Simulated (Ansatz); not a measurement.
Cost and result by functional for the adsorption energy of CO on the 1x1 (111) surface of fcc Ag, one in a 2x2 cell, started at the site 'bridge Ag-Ag (span 2.9 Å)', in Ansatz (plane waves, PAW). Single points on the PBE structure, on one kind of machine; costs are rough ratios of the slab run's core time (references not counted) to the cheapest single point. r2SCAN's cost holds its higher cutoff (500 against 420 eV). Differences are taken against r2SCAN for comparison alone: no measured value is at hand, so the table doesn't rank accuracy.

Set-up: 18 atoms, 7.1 Å thick at the start under the adsorbate (thin: gaps and levels are the slab's own); mesh 6x6x1; 0.1 eV smearing; dipole correction on; 8 atoms held, the rest relaxed; symmetry of the start imposed; no spin, no spin-orbit, no U, no dispersion correction. At the end it is bonded to 2 Ag. In PBE this state lies 0.09 eV over the lowest of the starts that converged ('top Ag'). These notes are the PBE run's. Adsorption energies are against CO(g). A negative adsorption energy means that the adsorbate is more stable on the surface than in its reference.

```tsv
functional	relative cost	adsorption energy (eV)	less r2SCAN (eV)
RPBE	1	0.27	0.38
r2SCAN	2	-0.11	0.00
PBE (the relaxed run's value)	–	-0.05	0.06
```

The values span 0.38 eV, while the single points' costs differ by a factor of roughly 2. Differences are of unrounded values.

Ansatz is an electronic-structure program.
